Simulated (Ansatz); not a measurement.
# zinc-blende InAs: the defect Al_In

Level of theory: PBE, PAW (plane waves to 420 eV; Ansatz, an electronic-structure program). Set-up: 64-site cell; 2×2×2 shifted k-points; start: the In site; no spin–orbit coupling; the functional closes the host's gap; finite-size errors of tenths of an eV.

Neighbours after relaxation, in Å: of the Al atom: As 2.52, As 2.52, As 2.52, As 2.52.

Formation energies E_f are those of the neutral cell. Chemical conditions: As-rich (Δμ(In) = -0.48 eV, Δμ(Al) = -0.97 eV, bounded by zinc-blende AlAs; only phases computed here count, gases as isolated molecules at 0 K); In-rich (Δμ(In) = 0.00 eV, Δμ(Al) = -0.49 eV, bounded by zinc-blende AlAs; only phases computed here count, gases as isolated molecules at 0 K). Reference phases: Al: fcc Al, In: tetragonal indium.

```tsv
charge	moment (μB)	largest move off a lattice site (Å)	E_f, As-rich (eV)	E_f, In-rich (eV)
0	not spin-polarised	0.15	0.12	0.12
```
